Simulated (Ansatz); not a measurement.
# A self-consistent single point of TaBe₂ (Fd-3m, 6 atoms in the cell) with Ansatz

Computed with LDA (PW92), default PAW files made with PBE (plane waves; Ansatz, a first-principles code).

The input file:

Ansatz 0.2 input:
```yaml
# TaBe2
crystal:
  lattice:
    - [0.000000, 3.246097, 3.246097]
    - [3.246097, 0.000000, 3.246097]
    - [3.246097, 3.246097, 0.000000]
  atoms:
    - { symbol: Ta, position_ang: [4.869146, 4.869146, 4.869146] }
    - { symbol: Ta, position_ang: [3.246097, 3.246097, 3.246097] }
    - { symbol: Be, position_ang: [2.434573, 0.811524, 2.434573] }
    - { symbol: Be, position_ang: [0.811524, 0.811524, 0.811524] }
    - { symbol: Be, position_ang: [0.811524, 2.434573, 2.434573] }
    - { symbol: Be, position_ang: [2.434573, 2.434573, 0.811524] }
basis:
  ecutwfc: 30.9 Ry
kpoints:
  mp_grid: { grid: [9, 9, 9] }
hamiltonian:
  xc: lda
  pseudopotentials: { kind: paw }
scf:
  occupations: { method: fermi_dirac, width: 0.0073 Ry }
output:
  forces: true
  eigenvalues: true
  stress: true
```

Output, abridged:

```
WARN the atoms were moved onto the symmetric positions of the space group found under crystal.symmetry.tolerance 1.0e-5 (fractional …
WARN ansatz: RAYON_NUM_THREADS=1 ignored (pool sized by the plan → 1); use --threads N
Pseudopotentials: kind: paw
Pseudopotential: Ta, paw, valence charge 13
Pseudopotential: Be, paw, valence charge 2
Crystal: 6 atoms, lattice volume = 68.409 Å³
Basis set: ecut = 420.4159175005146 eV, 1363 PW (Γ)
Bands: 23, of which v1, the nominal top of the filled ones, is band 17 counted from 1 (16 counted from 0)
Symmetry: 48 space group operations
Space group: Fd-3m (ITA 227), of the structure as read, at distance tolerance 4.1e-5 Å
k-points: 35 of 729
PAW frozen core: Ta, regenerated for the run's functional, and the local potential with it
PAW frozen core: Be, regenerated for the run's functional, and the local potential with it
Initial density: superposition of atomic densities (neutral atoms: chi_scale 0, normalization atom), corrected by the library's trained network
Initial wavefunctions: pseudopotential atomic-orbital guess
Eigensolver: davidson
Functional: x = slater, c = lda
SCF iter   1: F=—  HF=-19719.204541 eV  |F-HF|=—  |Δ(HF+E_count)|=         —  Δρ=6.61e-3  dr2=5.02e-2  ethr=1.77e-3  ⟨swp⟩=5.8  Hψ=3946  notcnv=0  defer=5
all-band conjugate gradients solve this SCF's bands
preconditioner: auto → Kerker (q_TF=auto, 2.428 Å⁻¹)
SCF iter   2: F=—  HF=-19719.197085 eV  |F-HF|=—  |Δ(HF+E_count)|=   7.46e-3  Δρ=3.39e-3  dr2=9.98e-3  ethr=1.48e-4  ⟨swp⟩=1.0  Hψ=1085  notcnv=0  defer=6
SCF iter   3: F=—  HF=-19719.195033 eV  |F-HF|=—  |Δ(HF+E_count)|=   2.05e-3  Δρ=7.49e-4  dr2=4.03e-4  ethr=2.93e-5  ⟨swp⟩=1.8  Hψ=1005  notcnv=0  defer=6
SCF iter   4: F=—  HF=-19719.194943 eV  |F-HF|=—  |Δ(HF+E_count)|=   8.97e-5  Δρ=9.68e-5  dr2=1.01e-5  ethr=1.19e-6  ⟨swp⟩=2.3  Hψ=1046  notcnv=0  defer=6
SCF iter   5: F=—  HF=-19719.194945 eV  |F-HF|=—  |Δ(HF+E_count)|=   1.46e-6  Δρ=1.39e-5  dr2=2.84e-7  ethr=2.96e-8  ⟨swp⟩=2.0  Hψ=1032  notcnv=0  defer=6
SCF iter   6: F=-19719.194945 eV  HF=-19719.194945 eV  |F-HF|=3.07e-9  |Δ(HF+E_count)|=   5.43e-8  Δρ=1.62e-6  dr2=3.77e-9  ethr=2.94e-10  ⟨swp⟩=6.5  Hψ=3250  notcnv=0
SCF 1 converged in 6 iterations: F = -19719.194945 eV  dr2 = 3.77e-9
SCF converged after 6 iterations
Free energy (F): -19719.194945 eV
Harris-Foulkes:  -19719.194945 eV  (|F-HF|=3.07e-9)
Internal energy: -19719.063958 eV  (E = F + TS)
E sigma→0 (E₀):  -19719.129451 eV
Entropy (-TS):   -0.130987 eV (-21.831 meV/atom)
Fermi energy:    12.654990 eV
--- Per-component energies (eV) ---
  E_band       = -287.756857
  E_kinetic    = 815.855442
  E_local      = -1667.441040  (includes V_loc(G=0)·N_el)
  E_nonlocal   = 59.625327
  E_hartree    = 619.387333
  E_xc         = -512.196390
  E_vxc        = -491.566642  (∫ρ·V_xc dr)
  E_paw        = -16518.677854  (= ΣΔE_a)
  E_vpaw       = -243.007320  (= ΣTr[D̂ρ^β])
  E_aug_tail   = 0.000334  (compensation charges beyond the density's cutoff)
  E_ewald      = -2516.256063
  E_core_change = 0.638954  (= ΣΔE_core)
  E_smearing   = -0.130987  (= −TS)
  E_closure    = 0.000000  (closes the sum)
  Σ components = -19719.194945   (vs F -19719.194945, Δ=0.00e0)
--- Forces (eV/Å), atoms counted from 1 ---
  atom   1  Ta     0.00000000     0.00000000    -0.00000000
   [... zero for the other atoms too ...]
  max |Σ_I F_I| component: 2.31e-17 eV/Å
--- Stress (GPa, compression-positive) ---
       -6.268647       0.000000       0.000000
        0.000000      -6.268647       0.000000
       -0.000000      -0.000000      -6.268647
  P = ⅓ Tr σ = -6.2686 GPa (-62.686 kbar)
  The stress holds the Pulay correction. Without it, at fixed plane waves, as pw.x and ABINIT print it: P = -6.3030 GPa
--- Band table (eV; the first three rows and the last of 35) ---
  k-point 0: bands = ["-54.2371", "-54.1103", "-20.9818", "-20.9818", "-20.9818", "-20.5047", "-20.5047", "-20.5047", "3.7768", "9.7916", "9.7916", "10.2216", "10.5118", "10.5118", "10.5118", "11.3861", "11.3861", "11.3861", "16.7329", "17.2670", [...]
  k-point 1: bands = ["-54.2343", "-54.1132", "-20.9892", "-20.9892", "-20.9819", "-20.5059", "-20.4972", "-20.4972", "3.9219", "9.7397", "9.7699", "9.7699", "10.2458", "10.5485", "10.5485", "11.5079", "11.5079", "11.9459", "17.1208", "17.1747", [...]
  k-point 2: bands = ["-54.2264", "-54.1211", "-21.0068", "-21.0068", "-20.9820", "-20.5092", "-20.4793", "-20.4793", "4.3424", "8.8303", "9.7013", "9.7013", "9.9280", "10.7077", "10.7077", "11.7875", "11.7875", "12.7086", "16.8543", "16.8752", [...]
  k-point 34: bands = ["-54.1824", "-54.1655", "-21.1001", "-21.0871", "-20.7932", "-20.7048", "-20.3993", "-20.3876", "6.7790", "7.1928", "8.0103", "8.8255", "10.7224", "11.1256", "12.4017", "12.4642", "12.5932", "13.1111", "13.9462", "14.8522", [...]
```

The run converged in 6 iterations.

The starting cell comes from a database of computed structures (which also holds hypothetical and non-ambient phases and stackings), without a prior relaxation at this level. Its lattice was rescaled by up to half a per cent. Spin-orbit coupling is off. Spin polarisation is off. With a pressure of about -6 GPa the cell is away from its equilibrium volume at this level. Ansatz's pressure includes its estimate of the finite-basis (Pulay) stress.
